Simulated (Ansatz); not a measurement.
## hypothetical rock salt AsP with two functionals, biaxial strain +1.49 %, plane normal [111], relaxed out of plane

Consider AsP in the rock salt structure (space group Fm-3m, No. 225; a = 5.210 Å; a hypothetical phase, not in the database extracts checked; relaxed with 0.1 eV smearing). Axes: x, y, z lie along the cube axes.

(Cell as relaxed with PBE.)

Levels (all Ansatz, an electronic-structure program, PAW): PBE (420 eV, no spin-orbit coupling); r2SCAN (500 eV, no spin-orbit coupling).

Each level relaxes its own structure.

```
base                      PBE    r2SCAN
-------------------  --------  --------
volume per atom      17.67 Å³  17.29 Å³
lattice parameter a   5.210 Å   5.171 Å
band gap                 zero      zero
```

Perturbation: tensile biaxial strain of 1.49 % in the plane normal to [111], as in epitaxy on a mismatched substrate; the out-of-plane cell vector and the atoms relax.

```json
[
 {"quantity": "energy relative to the base (free energy F)", "PBE": "+3.7 meV/atom", "r2SCAN": "+4.2 meV/atom"},
 {"quantity": "out-of-plane strain", "PBE": "-1.25 %", "r2SCAN": "-1.09 %"},
 {"quantity": "shortest interatomic distance", "PBE": "2.620 Å", "r2SCAN": "2.602 Å"}
]
```

PBE's energy relative to the base lies 0.5 meV/atom below r2SCAN's; PBE's out-of-plane strain lies 0.151 % below r2SCAN's; PBE's shortest interatomic distance lies 0.018 Å above r2SCAN's (0.7 %). Neither level is exact; r2SCAN is the comparison here, not a measurement.

No phonon test of stability was made. All final runs are without spin polarisation.
